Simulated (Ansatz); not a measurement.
SnSeS (P3m1, No. 156, 3 atoms in the cell; start mp-1218912)

Method: PBEsol+SOC (Ansatz, a first-principles code, PAW).

Settings: plane-wave cutoff 520 eV, 12×12×6 k mesh (along the axes of the cell as run), Fermi–Dirac smearing 0.01 eV, PAW data made under PBE.

Cell (relaxed with PBE-D3(BJ)):

```cif
data_SSeSn
_chemical_formula_sum 'Sn1 Se1 S1'
_space_group_name_H-M_alt 'P3m1'
_space_group_IT_number 156
_space_group_name_Hall 'P 3 -2"'
_cell_length_a 3.75366
_cell_length_b 3.75366
_cell_length_c 5.91162
_cell_angle_alpha 90.000
_cell_angle_beta 90.000
_cell_angle_gamma 120.000
loop_
_atom_site_label
_atom_site_type_symbol
_atom_site_symmetry_multiplicity
_atom_site_Wyckoff_symbol
_atom_site_fract_x
_atom_site_fract_y
_atom_site_fract_z
_atom_site_occupancy
Sn1 Sn 1 b 0.33333 0.66667 0.00819 1
Se1 Se 1 a 0.00000 0.00000 0.73605 1
S1 S 1 c 0.66667 0.33333 0.25576 1
```

```json
{
 "band_gap": "0.61 eV (indirect)",
 "smallest_direct_gap_on_the_k_points_sampled": "1.08 eV"
}
```

Note: cell and atoms aren't relaxed at this level (largest force component 0.16 eV/Å, pressure -0.7 GPa).

Static lattice: no zero-point or thermal effects.

Cost on a shared machine: very roughly 5 core-minutes.

A start named mp-… is a Materials Project structure, which need not be a measured phase.
